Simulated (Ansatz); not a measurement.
The starting structures come from a database of crystals and need not be the phases stable at ambient conditions.

By PBEsol, the system below comes out a metal.

Given:

```yaml
crystal:
  lattice:
    - [2.87758, 0.00000, 0.00000]
    - [0.00000, 4.06951, 0.00000]
    - [0.00000, 2.03476, 2.03476]
  atoms:
    - { symbol: Ga, position: [0.00000, 0.00000, 0.00000] }
    - { symbol: Ni, position: [0.50000, 0.50000, 0.00000] }
```

The cell is taken as given; by PBEsol it stands under a pressure of -0.8 GPa.

The current flows along the normal of the first two printed cell vectors, the (110) plane of the conventional cell. No spin-orbit coupling; the value is a mean over 0.1 eV about the Fermi level.

**Question.** Compute, with Ansatz (an electronic-structure program) with PBEsol, the ballistic conductance per area.

**Answer.** 1.0 × 10¹⁵ S/m² for both spins.
